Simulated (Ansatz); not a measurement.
The parent structure is ZnCu2SnS4 (space group I-4, No. 82; a = 5.374 Å, c = 10.755 Å). Axes: x, y, z lie along a, b, c of the conventional cell.

Level of theory: Kohn–Sham DFT with the PBEsol functional, run in Ansatz (a quantum-chemistry and plane-wave program) with PAW and 420 eV plane waves, no spin-orbit coupling.

Before the change:

```
Item         Result
--------  ---------
Pressure  -0.01 GPa
```

One thing is altered: uniaxial strain ε_zz = −1.50 %, all other strain components held at zero; the atoms relax in the strained cell.

What happens to the pressure?

The pressure (mean of the normal stresses, compression positive) goes up by 1.25 GPa to 1.24 GPa.

Predict the new energy relative to the base.

The energy increases by 1.4 meV/atom.

No phonon test of stability was made. All final runs are without spin polarisation.
